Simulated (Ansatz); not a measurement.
A user runs Ansatz (a program for electronic structure) on LaInAu (P-62m, 9 atoms in the cell) and asks whether the run is sound. The aim is a self-consistent single point with DFT, PBEsol, plane waves, default PAW files made with PBE.

Cell that was meant: a = 7.7270 Å, b = 7.7270 Å, c = 4.3150 Å, α = 90.00°, β = 90.00°, γ = 120.00°.

Part of the input:

Ansatz 0.2 input:
```yaml
    - { symbol: La, position_ang: [1.603352, 2.777088, 2.157500] }
    - { symbol: La, position_ang: [-2.260147, 3.914690, 2.157500] }
basis:
  ecutwfc: 170.0
kpoints:
  mp_grid: { grid: [5, 5, 8] }
hamiltonian:
```

Output, abridged:

```
   [... lines left out ...]
PAW frozen core: La, regenerated for the run's functional, and the local potential with it
Initial density: superposition of atomic densities (neutral atoms: chi_scale 0, normalization atom), corrected by the library's trained network
Initial wavefunctions: pseudopotential atomic-orbital guess
Eigensolver: davidson
Functional: x = pbesol(κ = 0.804, μ = 0.12345679012345678), c = pbesol(β = 0.046)
SCF iter   1: F=—  HF=-73946.718746 eV  |F-HF|=—  |Δ(HF+E_count)|=         —  Δρ=1.91e-1  dr2=5.52e1  ethr=1.77e-3  ⟨swp⟩=6.3  Hψ=6537  notcnv=0
all-band conjugate gradients solve this SCF's bands
preconditioner: auto → Kerker (q_TF=auto, 2.490 Å⁻¹)
SCF iter   2: F=—  HF=-73927.222111 eV  |F-HF|=—  |Δ(HF+E_count)|=    1.95e1  S|Δr|=    0.00e0  Δρ=9.28e-2  dr2=1.23e1  ethr=1.77e-3  ⟨swp⟩=2.0  Hψ=4124  notcnv=0  defer=73
   [... lines left out ...]
SCF iter   7: F=—  HF=-73921.835354 eV  |F-HF|=—  |Δ(HF+E_count)|=   3.17e-5  S|Δr|=    0.00e0  Δρ=3.56e-5  dr2=6.14e-6  ethr=1.00e-7  ⟨swp⟩=2.0  Hψ=2444  notcnv=0  defer=74
SCF iter   8: F=—  HF=-73921.835219 eV  |F-HF|=—  |Δ(HF+E_count)|=   1.34e-4  S|Δr|=    0.00e0  Δρ=7.47e-6  dr2=2.86e-7  ethr=4.76e-9  ⟨swp⟩=2.0  Hψ=2816  notcnv=0  defer=74
SCF iter   9: F=-73921.835219 eV  HF=-73921.835219 eV  |F-HF|=1.31e-8  |Δ(HF+E_count)|=   4.85e-8  S|Δr|=    0.00e0  Δρ=1.84e-6  dr2=1.87e-8  ethr=7.75e-11  ⟨swp⟩=10.7  Hψ=6680  notcnv=0
SCF 1 converged in 9 iterations: F = -73921.835219 eV  dr2 = 1.87e-8
Stability not checked (fill_not_monotonic)
Free energy (F): -73921.835219 eV
Internal energy: -73921.848410 eV  (E = F + TS)
E sigma→0 (E₀):  -73921.838517 eV
Entropy (-TS):   0.013191 eV (1.466 meV/atom)
Fermi energy:    14.247593 eV
--- Forces (eV/Å), atoms counted from 1 ---
  atom   1  Au    -0.00000000     0.00000000     0.00000000
  atom   2  In     0.30871225    -0.00000000     0.00000000
  atom   3  In    -0.15435612    -0.26735265     0.00000000
   [... lines left out ...]
  atom   9  La     0.24381874    -0.42230644     0.00000000
--- Stress (GPa, compression-positive) ---
       -0.249897       0.000000       0.000000
        0.000000      -0.249897       0.000000
        0.000000       0.000000       2.603382
  P = ⅓ Tr σ = 0.7012 GPa (7.012 kbar)
  The stress holds the Pulay correction. Without it, at fixed plane waves, as pw.x and ABINIT print it: P = -473.6005 GPa
```

Can these results be used? Check the input.

The run is not sound. The fault is a basis or grid far too coarse for these potentials. Far below the cutoff that the potentials were made for, the basis cannot represent the orbitals near the nuclei, and energies, forces and above all the stress go wrong. To fix it, restore the cutoff that the potentials need and check convergence. The run converged in 9 iterations without an error; against the sound input the free energy rises by 18.5 eV/atom, the pressure goes from -0.89 to 0.70 GPa and the largest force goes from 0.091 to 0.488 eV/Å. At a fixed set of plane waves, without the program's Pulay estimate, the pressure is -473.60 GPa against -0.92 GPa.

An input that runs soundly differs in these lines (not the only fix; some lines may just follow from the change or write a value another way):
```diff
-  ecutwfc: 170.0
+  ecutwfc: 420.0
```

With that input, the run converged in 8 iterations: free energy E − TS (on the zero of these files) -74088.3283 eV; Fermi level (on the code's own zero) 13.95 eV; pressure -0.89 GPa; largest force (vector length) 0.091 eV/Å (DFT, PBEsol, plane waves, default PAW files made with PBE).

On the sound input: the starting cell comes from a database of published, mostly measured structures (it also holds non-ambient and calculated ones), without a prior relaxation at this level. Ansatz's pressure includes its estimate of the finite-basis (Pulay) stress.
